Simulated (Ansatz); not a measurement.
Input and output of a self-consistent single point for VSi (P6_3/mmc, 8 atoms in the cell) (Ansatz, an electronic-structure program).

Method of the run: PBE (plane waves, PAW; Ansatz).

```yaml
crystal:
  lattice:
    - [3.41115, 0.00000, 0.00000]
    - [-1.70557, 2.95414, 0.00000]
    - [0.00000, 0.00000, 11.50794]
  atoms:
    - { symbol: V, position: [0.33333, 0.66667, 0.12500], spin: 2.0 }
    - { symbol: V, position: [0.66667, 0.33333, 0.62500], spin: 2.0 }
    - { symbol: V, position: [0.66667, 0.33333, 0.87500], spin: 2.0 }
    - { symbol: V, position: [0.33333, 0.66667, 0.37500], spin: 2.0 }
    - { symbol: Si, position: [0.00000, 0.00000, 0.00000] }
    - { symbol: Si, position: [0.00000, 0.00000, 0.50000] }
    - { symbol: Si, position: [0.33333, 0.66667, 0.75000] }
    - { symbol: Si, position: [0.66667, 0.33333, 0.25000] }
```
(The spins are starting values, not results.)

Reference input (self-consistent single point, DFT, PBE, plane waves, default PAW files): kpoints.mp_grid.grid = 8 8 2; hamiltonian.xc = pbe; hamiltonian.pseudopotentials = {kind: paw} (the program's default PAW files); magnetization.spin_polarized = true; scf.occupations.method = cold; scf.occupations.width = 0.1 eV. This run's input differs from it in these lines:

Ansatz 0.2 input:
```diff
@@ -15,3 +15,3 @@
 kpoints:
-  mp_grid: { grid: [8, 8, 2] }
+  mp_grid: { grid: [9, 9, 3] }
 hamiltonian:
```

Output (repeated stretches shortened):

```
SCF iter   1: F=—  HF=-14196.998239 eV  |F-HF|=—  |Δ(HF+E_count)|=         —  Δρ=1.16e-1 (↑1.16e-1 ↓5.75e-2)  dr2=6.64e0  dr2_m=7.45e0  M=0.695 μB ∫|m|=1.735 μB  β_m=0.30  ethr=3.10e-3  ⟨swp⟩=5.8  Hψ=8071  notcnv=0
Mixer restart at iter 1: flushing history
all-band conjugate gradients solve this SCF's bands
preconditioner: auto → Kerker (q_TF=auto, 2.496 Å⁻¹)
spin=Collinear: Kerker preconditioning applied to the charge; magnetization (m = ρ↑ − ρ↓) channel mixes plain (no charge-response kernel on spin).
   [... lines left out ...]
SCF iter  13: F=—  HF=-14193.733139 eV  |F-HF|=—  |Δ(HF+E_count)|=   2.48e-9  S|Δr|=    0.00e0  Δρ=1.21e-6 (↑1.21e-6 ↓2.43e-7)  dr2=1.94e-9  dr2_m=3.90e-10  M=0.000 μB ∫|m|=0.000 μB  β_m=0.96  ethr=2.86e-12  ⟨swp⟩=2.5  Hψ=4407  notcnv=0
SCF iter  14: F=-14193.733139 eV  HF=-14193.733139 eV  |F-HF|=3.07e-10  |Δ(HF+E_count)|=  1.09e-11  S|Δr|=    0.00e0  Δρ=4.09e-7 (↑1.64e-7 ↓4.09e-7)  dr2=3.80e-10  dr2_m=1.91e-11  M=0.000 μB ∫|m|=0.000 μB  ethr=2.86e-12  ⟨swp⟩=2.5  Hψ=4235  notcnv=0
SCF 1 converged in 14 iterations: F = -14193.733139 eV  dr2 = 3.80e-10
WARN: the starting moments were not kept: the SCF closed with an absolute magnetisation of 1.6e-5 μB, where they sum to 8 μB in size (4 sites) …
   [... lines left out ...]
Absolute magnetization: 0.0000 μB (∫|ρ↑−ρ↓|, with the PAW one-centre terms)
Free energy (F): -14193.733139 eV
Fermi energy:    12.606289 eV
   [... lines left out ...]
  atom   8  Si     0.00000000    -0.00000000     0.00000000
--- Stress (GPa, compression-positive) ---
        0.291232      -0.000000       0.000000
        0.000000       0.291232       0.000000
        0.000000       0.000000       5.525139
  P = ⅓ Tr σ = 2.0359 GPa (20.359 kbar)
  The stress holds the Pulay correction. Without it, at fixed plane waves, as pw.x and ABINIT print it: P = 1.9806 GPa
```

The run converged in 14 iterations. Against the reference run the free energy drops by 1.4 meV/atom, the pressure stays near 2.04 GPa while the zz stress (positive for compression) goes from 5.87 to 5.53 GPa and the largest force goes from 1.873 to 1.850 eV/Å.

The starting cell was generated: these elements placed on a structure prototype, without a prior relaxation; it need not be a known phase or ordering of this composition. Its lattice was rescaled by a random factor within 2.5 % of one. The starting moments vanished: the run ended non-magnetic, which need not be the lowest state. The program warned that a starting moment was not kept. Forces in this geometry exceed 1 eV/Å. Ansatz's pressure includes its estimate of the finite-basis (Pulay) stress.
